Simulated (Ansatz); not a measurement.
Consider InP in the zinc blende structure (space group F-43m, No. 216; a = 5.9073 Å). Axes: x, y, z lie along the cube axes.

One thing is altered: biaxial strain −0.79 %, plane normal [001], relaxed out of plane (Cartesian); in-plane vectors clamped, the third vector and the atoms free.

Levels (all Ansatz, a program for electronic structure, PAW, earlier PAW set): r2SCAN (500 eV, scalar-relativistic without spin-orbit coupling); HSE06+SOC (420 eV, with spin-orbit coupling).

The geometry is relaxed with r2SCAN.

* **r2SCAN lowest conduction level above the VBM at special points**: Γ 1.04 eV; N 1.78 eV; X 1.97 eV
* **r2SCAN valence-band top at Γ**: 0.00, 0.00, -0.08 eV

Problem. How does going to HSE06+SOC change the lowest conduction level above the VBM at special points and valence-band top at Γ?

Solution. The lowest conduction level above the VBM at special points becomes Γ 1.33 eV; N 2.14 eV; X 2.30 eV (r2SCAN: Γ 1.04 eV; N 1.78 eV; X 1.97 eV); the valence-band top at Γ (three highest Kramers pairs, from the VBM) goes from 0.00, 0.00, -0.08 eV to 0.00, -0.04, -0.16 eV.

Single points use the geometry relaxed with r2SCAN. The spin-orbit shifts are approximate. The levels and masses belong to the bands next to the band gap. Whether these cells are dynamically stable was not tested. k-point labels follow each cell's own Brillouin zone.
